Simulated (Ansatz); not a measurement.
The starting structures come from a database of crystals and need not be the phases stable at ambient conditions.

 Where the default PAW files enter, the runs use the earlier of Ansatz's two default sets.

The decay constant κ of evanescent states in the gap governs leakage through a thin film.

Given:

```
CELL_PARAMETERS angstrom
      3.30779     0.00000     0.00000
      0.00000     4.98288     0.00000
      1.65390     0.00000     2.86463
ATOMIC_POSITIONS crystal
  Mg 0.33333 0.99784 0.33333
  Mg 0.66667 0.49784 0.66667
  O  0.33333 0.59756 0.33333
  O  0.66667 0.09756 0.66667
```

Space group of this cell: P6_3mc, wurtzite. The cell is taken as given.

Transport runs along the normal of the first two printed cell vectors, the (100) plane of the conventional cell.

The gap is the functional's own, uncorrected, and κ follows it; spin-orbit coupling is left out. Mid-gap values are interpolated between the computed energies.

Give the band gap and the smallest decay constant κ at mid-gap that r2SCAN run with Ansatz (an electronic-structure program) yields.

Gap 4.15 eV on a 10×6×10 mesh; κ = 0.340 1/Å, at the zone centre.
